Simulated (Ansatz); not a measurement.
# A computed series for MoSe2: point defects

The reference is a 12-atom supercell of MoSe2 in the 2H-MoS2 type structure (space group P6_3/mmc, No. 194; a = 3.2770 Å, c = 12.7310 Å; layered, stacked along the Cartesian z axis) at its relaxed geometry.

One neutral defect a cell, atoms relaxed at fixed cell.

Computed with PBE-D3(BJ)/PAW in Ansatz (a quantum-chemistry and plane-wave program), scalar-relativistic without spin-orbit coupling, earlier PAW set.

```tsv
change	largest displacement of a host atom from its site in the perfect cell	pressure
perfect supercell	–	0.0 GPa
Ge on a Se site	0.18 Å	-1.5 GPa
Mo vacancy	1.83 Å	0.0 GPa
Ir on a Se site	0.19 Å	-2.2 GPa
Se on a Mo site (antisite)	___	___
S on a Se site, symmetric start	0.06 Å	-1.0 GPa
```

Task: Complete the table.

Result: 
- Se on a Mo site (antisite), largest displacement of a host atom from its site in the perfect cell: 0.27 Å
- Se on a Mo site (antisite), pressure: 2.9 GPa

Other magnetic orders, which the real material may have, were not ruled out. The cell is small, so the values are those of an ordered compound at a high defect concentration; dilute-limit values will differ. A case with no gap was solved on a k-mesh chosen for an insulator, which is coarse for it. Defects with a symmetric start kept the site's symmetry and may sit on a saddle; the others started slightly shaken. Starting moments died away, wholly or in part, for Ge on a Se site, Mo vacancy, Se on a Mo site (antisite) and S on a Se site; another magnetic solution may exist.
